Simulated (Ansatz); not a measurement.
EuHfO₃ (Pm-3m, No. 221, 5 atoms in the cell; start mp-753781), treated with PBEsol (Ansatz, a quantum-chemistry and plane-wave program, PAW).

Numerical settings: plane-wave cutoff 520 eV, 8×8×8 k mesh, Fermi–Dirac smearing 0.01 eV, spin-polarised start, scalar-relativistic PAW data made under PBE.

Cell (relaxed with PBEsol):

```cif
data_EuHfO3
_chemical_formula_sum 'Eu1 Hf1 O3'
_space_group_name_H-M_alt 'Pm-3m'
_space_group_IT_number 221
_space_group_name_Hall '-P 4 2 3'
_cell_length_a 4.09720
_cell_length_b 4.09720
_cell_length_c 4.09720
_cell_angle_alpha 90.000
_cell_angle_beta 90.000
_cell_angle_gamma 90.000
loop_
_atom_site_label
_atom_site_type_symbol
_atom_site_symmetry_multiplicity
_atom_site_Wyckoff_symbol
_atom_site_fract_x
_atom_site_fract_y
_atom_site_fract_z
_atom_site_occupancy
Eu1 Eu 1 b 0.50000 0.50000 0.50000 1
Hf1 Hf 1 a 0.00000 0.00000 0.00000 1
O1 O 3 d 0.00000 0.00000 0.50000 1
```

Task: What does this level give for the band gap?

Result: 
- band gap = 0.25 eV

Note: the magnetic order was assumed, not searched for or taken from measurement; the 4f shell is treated without U or exact exchange, so its levels and filling can be wrong.

Spin–orbit coupling is not included; it can close the smallest gap of 0.25 eV.

Computed values are for the static lattice.

Computing time: very roughly 60 core-seconds.

A start named mp-… is a Materials Project structure, which need not be a measured phase.
